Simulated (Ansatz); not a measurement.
Input:

```xyz
3
Lattice="0.0000 2.4902 2.4902 2.4902 0.0000 2.4902 2.4902 2.4902 0.0000" Properties=species:S:1:pos:R:3 pbc="T T T"
Zr     0.0000     0.0000     0.0000
O      1.2451     1.2451     1.2451
O      3.7353     3.7353     3.7353
```

No spin polarisation.

Calculations: PBE (Ansatz, a program for electronic structure; PAW; 420 eV plane waves; spin-orbit coupling left out), earlier PAW set. Settings: 11×11×11 k-points, 0.05 eV Fermi–Dirac smearing.

Problem. Estimate the electron mass (degenerate bands, along [100]).

Solution. 0.45, 2.0 mₑ (at Γ).

Problem. What band gap does the calculation give?

Solution. 3.54 eV.

Problem. Estimate the gap character.

Solution. Indirect, X → Γ.

Load acts through the strain it causes; cell and atoms are relaxed under it. Effective masses come from finite differences of ±0.01 Å⁻¹. Stability against distortions was not tested. No other phases were tried under pressure. The cell was made from ZrO₂ in the fluorite structure (space group Fm-3m, No. 225) by this change: pressure 22.5 GPa. This is not the structure that ZrO2 has at room temperature and ambient pressure.
